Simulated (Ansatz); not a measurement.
The parent structure is LuAs in the CsCl type structure (space group Pm-3m, No. 221; a = 3.494 Å; a model cell, its experimental status unchecked; relaxed with 0.1 eV smearing). Axes: x, y, z lie along the cube axes.

Method: Kohn–Sham DFT with the r2SCAN functional, run in Ansatz (a first-principles code) with PAW and 500 eV plane waves, no spin-orbit coupling.

For the base:

The shortest interatomic distance comes out as 3.026 Å.

One thing is altered: uniaxial stress, 1 GPa compression along z; all other stress components relax to zero.

Question: How does this affect the shortest interatomic distance, energy relative to the base and strain response?

Answer: The shortest interatomic distance shrinks by 0.004 Å to 3.022 Å; the energy goes up by 0.5 meV/atom; the strain response (xx, yy, zz) amounts to (+0.21, +0.21, −0.80) %.

Beyond what the load breaks, stability against distortions was not tested. The final runs are not spin-polarised.
